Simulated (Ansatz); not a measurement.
Effect of strain tensor (xx, yy, zz, yz, xz, xy) = (−0.25, +0.70, +0.09, +0.67, +0.31, +1.97) % on hypothetical anti-CdI2 type W2N

Consider W2N in the anti-CdI2 type structure (space group P-3m1, No. 164; a = 2.824 Å, c = 5.366 Å; a hypothetical phase, not in the database extracts checked; relaxed with 0.1 eV smearing). Axes: x lies along a and z along c of the hexagonal cell.

The change: strain tensor (xx, yy, zz, yz, xz, xy) = (−0.25, +0.70, +0.09, +0.67, +0.31, +1.97) %, atoms relaxed at fixed cell.

Level of theory: PBE (Ansatz, a program for electronic structure), spin-orbit coupling left out. Γ-centred 23×23×11 mesh, Fermi–Dirac width 0.1 eV.

The space group goes from P-3m1 (No. 164) to P-1 (No. 2) and the energy shrinks by 12 meV/atom. The band gap stays zero and the largest internal atomic displacement is 0.170 Å. The stress (xx, yy, zz, yz, xz, xy; compression positive) amounts to (1.3, 1.0, -4.6, 3.1, -6.3, -1.7) GPa.

Whether these cells are dynamically stable was not tested. The final runs are not spin-polarised. An odd electron count without spin: W2N. Under strain tensor (xx, yy, zz, yz, xz, xy) = (−0.25, +0.70, +0.09, +0.67, +0.31, +1.97) % the cell ends below the base's energy or with stress of the wrong sign: the atoms slid into a distortion or the cell is elastically unstable, so the base is not a stable minimum at this level.
